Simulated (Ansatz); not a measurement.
GaN: pressure series

Start from GaN in the zinc blende structure (space group F-43m, No. 216).

```
CELL_PARAMETERS angstrom
      0.00000     2.24914     2.24914
      2.24914     0.00000     2.24914
      2.24914     2.24914     0.00000
ATOMIC_POSITIONS crystal
  N  0.75000 0.75000 0.75000
  Ga 0.00000 0.00000 0.00000
```

Cell and atoms are relaxed at each pressure.

Calculations: DFT with PBEsol, PAW potentials and a 420 eV plane-wave cutoff in Ansatz (a first-principles code), no SOC, earlier PAW set.

Candidates:
(a) pressure −1 GPa
(b) pressure 18 GPa
(c) pressure 60 GPa
(d) pressure 45 GPa
(e) pressure −2 GPa

Base values:

The band gap is 1.70 eV.

Order them by band gap, lowest first.

(e) pressure −2 GPa (1.64 eV), (a) pressure −1 GPa (1.67 eV), (b) pressure 18 GPa (2.21 eV), (d) pressure 45 GPa (2.76 eV), (c) pressure 60 GPa (2.99 eV)

Load acts through the strain it causes; cell and atoms are relaxed under it. No phonon test of stability was made. Tetrahedral semiconductors of this kind turn to denser phases somewhere between about 1 and 50 GPa; those were not computed, so compressed cells here can lie past the real transition. This is not the structure that GaN has at room temperature and ambient pressure.
